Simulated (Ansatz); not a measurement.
MgS (Fm-3m): band-edge transport data

Input:

```
CELL_PARAMETERS angstrom
      0.00000     2.61484     2.61484
      2.61484     0.00000     2.61484
      2.61484     2.61484     0.00000
ATOMIC_POSITIONS crystal
  Mg 0.00000 0.00000 0.00000
  S  0.50000 0.50000 0.50000
```

Method: PBE, rigid bands (plane waves, PAW, scalar-relativistic; Ansatz, an electronic-structure program). Condition of this run: functional PBE, cell relaxed with it. Geometry: cell and atoms relaxed with PBE.

* **band gap**: 2.76 eV
* **electron conductivity mass (300 K, dilute)**: 0.36 mₑ
* **hole conductivity mass (300 K, dilute)**: 1.05 mₑ
* **effective density of states N_c (300 K)**: 1.6e19 cm⁻³
* **effective density of states N_v (300 K)**: 2.1e20 cm⁻³
* **density-of-states mass, electrons**: 0.75 mₑ
* **density-of-states mass, holes**: 4.1 mₑ
* **Seebeck coefficient, n-type 1e19 cm⁻³, 300 K**: -262 μV/K
* **best n-type power factor at 300 K for τ = 10 fs (best axis; densities from 1e16 to 1e21 cm⁻³ tried, whether or not they can be reached)**: 7.3 μW/(cm·K²) at 1e20 cm⁻³
* **Seebeck coefficient, p-type 1e19 cm⁻³, 300 K**: 466 μV/K
* **best p-type power factor at 300 K for τ = 10 fs (best axis; densities from 1e16 to 1e21 cm⁻³ tried, whether or not they can be reached)**: 27 μW/(cm·K²) at 3e20 cm⁻³

Rigid bands; masses and Seebeck coefficients take one relaxation time τ for all states and one kind of carrier; polarons and phonon drag are left out. Spin-orbit coupling is left out; where it splits the top of the valence band, N_v and the p-type Seebeck coefficient come out somewhat high without it.
